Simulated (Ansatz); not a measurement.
InSe (C2/m, No. 12, 4 atoms in the cell; start mp-21405; a measured phase of this formula has another space group) was calculated with r²SCAN+rVV10 (Ansatz, a program for electronic structure, PAW).

Settings: plane-wave cutoff 560 eV, 10×10×8 k mesh (along the axes of the cell as run), Fermi–Dirac smearing 0.01 eV, scalar-relativistic PAW data made under PBE.

Cell (relaxed at this level):

```
CELL_PARAMETERS angstrom
      5.87629    -2.05328     0.06378
      5.87629     2.05328     0.06378
     -1.68576     0.00000     4.39798
ATOMIC_POSITIONS crystal
  In 0.11310 0.11310 0.96441
  In 0.88690 0.88690 0.03559
  Se 0.34245 0.34245 0.35060
  Se 0.65755 0.65755 0.64940
```

What does this level give for the band gap, smallest direct gap on the k points sampled and direct gap at Γ?


- band gap: 1.35 eV
- smallest direct gap on the k points sampled: 1.56 eV
- direct gap at Γ: 4.42 eV

Spin–orbit coupling is not included.

Static lattice: no zero-point or thermal effects.

Computing time: around 80 core-seconds (rough).

A start named mp-… is a Materials Project structure, which need not be a measured phase.
